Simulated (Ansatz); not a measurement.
CaO (Fm-3m), r2SCAN, rigid bands (Ansatz, a first-principles code): N_c = 3.97e19 cm⁻³ at 300 K and an electron conductivity mass of 0.566 mₑ.

Q: For 1e17 electrons per cm³ at 300 K, place the Fermi level, estimate the Seebeck coefficient of a parabolic band with constant τ, and give mobility and conductivity for τ = 20 fs.

A: The level lies k_BT ln(N_c/n) = 0.155 eV below the conduction-band minimum. S ≈ −(k_B/e)[ln(N_c/n) + 5/2] = -731 μV/K, against -728 μV/K from the full bands (mean over directions). μ = eτ/m = 62.1 cm²/(V·s) and σ = neμ = 0.996 S/cm. τ is assumed, not computed.

Band transport and this doping are assumed; polarons and phonon drag are left out. Spin-orbit coupling is left out. Geometry: cell and atoms relaxed with PBEsol.
